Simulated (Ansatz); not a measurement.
MoIr3 (model structure, started from the A15 type, Pm-3n, No. 223, 8 atoms in the cell), treated with r²SCAN (plane waves, PAW; Ansatz, a program for electronic structure).

Run with plane-wave cutoff 560 eV, 12×12×12 k mesh, Fermi–Dirac smearing 0.05 eV, no spin polarisation, scalar-relativistic PAW data made under PBE.

Cell (relaxed at this level):

Ir3Mo is taken in the cubic space group Pm-3n (No. 223), the A15 (Cr3Si type) structure, Pearson symbol cP8. Conventional cell: a = b = c = 4.933 Å, α = β = γ = 90.00°. Ir on 6c is surrounded by 2 Ir at 2.467 Å and 8 Ir at 3.021 Å and 4 Mo at 2.758 Å. Mo on 2a has 12 Ir at 2.758 Å. (Neighbours: up to the widest gap in distance over summed covalent radii, below 1.35, at either atom.)

Give the computed bulk modulus B0.


- bulk modulus B0 = 323 GPa

Note: the run has no spin polarisation, so it can have missed a magnetic state; the bulk modulus is −V dP/dV from two relaxed cells at ±2 % in volume; the relaxation could raise the start's symmetry but not lower it, so the cell can be a saddle point.

Spin–orbit coupling is not included.

The computed numbers hold no vibrational or temperature effects.

A model structure was made by putting elements into a prototype or built by hand; it is no filed structure, need not be a known phase, and can be a saddle point held by its symmetry.
